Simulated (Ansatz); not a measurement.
Ga₂O₃ (model structure, started from the stibnite type, Pnma, No. 62, 20 atoms in the cell), treated with LDA (PAW; Ansatz, a program for electronic structure).

Run with plane-wave cutoff 520 eV, 4×12×4 k mesh (along the axes of the cell as run), Fermi–Dirac smearing 0.01 eV, scalar-relativistic PAW data made under PBE.

Cell (relaxed at this level):

```
CELL_PARAMETERS angstrom
      9.82361     0.00000     0.00000
      0.00000     2.84638     0.00000
      0.00000     0.00000     7.84917
ATOMIC_POSITIONS crystal
  Ga 0.97390 0.25000 0.19425
  Ga 0.47390 0.25000 0.30575
  Ga 0.02610 0.75000 0.80575
  Ga 0.52610 0.75000 0.69425
  Ga 0.77199 0.25000 0.91107
  Ga 0.27199 0.25000 0.58893
  Ga 0.22801 0.75000 0.08893
  Ga 0.72801 0.75000 0.41107
  O  0.34160 0.25000 0.13750
  O  0.84160 0.25000 0.36250
  O  0.65840 0.75000 0.86250
  O  0.15840 0.75000 0.63750
  O  0.41115 0.25000 0.75137
  O  0.91115 0.25000 0.74863
  O  0.58885 0.75000 0.24863
  O  0.08885 0.75000 0.25137
  O  0.62266 0.25000 0.54379
  O  0.12266 0.25000 0.95621
  O  0.37734 0.75000 0.45621
  O  0.87734 0.75000 0.04379
```

Problem. What does this level give for the band gap?

Solution. 
band gap: 2.65 eV (on the SCF k mesh)

Note: the relaxation could raise the start's symmetry but not lower it, so the cell can be a saddle point.

Spin–orbit coupling is not included.

Static lattice: no zero-point or thermal effects.

A model structure was made by putting elements into a prototype or built by hand; it is no filed structure, need not be a known phase, and can be a saddle point held by its symmetry.
